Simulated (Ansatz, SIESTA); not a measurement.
**Code comparison for LaMg₆Zr (Amm2, 8 atoms in the cell)**

Self-consistent single point.

```yaml
crystal:
  lattice:
    - [5.21467, 0.00000, 0.00000]
    - [0.00000, 3.22094, 5.79811]
    - [0.00000, -3.22094, 5.79811]
  atoms:
    - { symbol: La, position: [0.50000, 0.66691, 0.66691] }
    - { symbol: Mg, position: [0.50000, 0.66800, 0.16730] }
    - { symbol: Mg, position: [0.50000, 0.16730, 0.66800] }
    - { symbol: Mg, position: [0.00000, 0.84418, 0.32100] }
    - { symbol: Mg, position: [0.00000, 0.32100, 0.84418] }
    - { symbol: Mg, position: [0.00000, 0.33015, 0.33015] }
    - { symbol: Mg, position: [0.00000, 0.84009, 0.84009] }
    - { symbol: Zr, position: [0.50000, 0.16236, 0.16236] }
```

Shared settings, as Ansatz (an electronic-structure program) writes them: kpoints.mp_grid.grid = 6 6 6; scf.occupations.method = gaussian; scf.occupations.width = 0.2 eV. Potentials and cutoffs stand in the table.

| code | model | pressure (GPa) | largest force (eV/Å) | cutoff |
|---|---|---|---|---|
| SIESTA | GGA PBEsol, numerical atomic orbitals DZP, PseudoDojo PBEsol standard norm-conserving potentials (rewritten from UPF to PSML) | 0.56 | 0.118 | grid 400 Ry |
| Ansatz | PBEsol, PAW files made with PBE | -0.25 | 0.105 | default |

Size of the force on each atom (eV/Å): Sizes of forces hide their directions.

| code | La1 | Mg2 | Mg3 | Mg4 | Mg5 | Mg6 | Mg7 | Zr8 |
|---|---|---|---|---|---|---|---|---|
| SIESTA | 0.026 | 0.042 | 0.042 | 0.118 | 0.118 | 0.004 | 0.028 | 0.107 |
| Ansatz | 0.040 | 0.022 | 0.022 | 0.046 | 0.046 | 0.105 | 0.073 | 0.038 |

The spread over the programs that give each value: pressure within 0.81 GPa; largest force within 0.013 eV/Å.

SIESTA uses small atom-centred bases, whose incompleteness enters pressures, forces and empty levels differently from a plane-wave cutoff. Ansatz's pressure is given at a fixed set of plane waves, as the other plane-wave codes print theirs.

On the base mesh (3 3 3) the same programs gave: Ansatz pressure -0.20 GPa; SIESTA pressure 0.63 GPa.

The starting cell comes from a database of computed structures (which also holds hypothetical and non-ambient phases and stackings), without a prior relaxation at this level. Its lattice was rescaled by a random factor within 2.5 % of one.

Left out of this page: CP2K (on another mesh).

Keys are those of Ansatz 0.2.
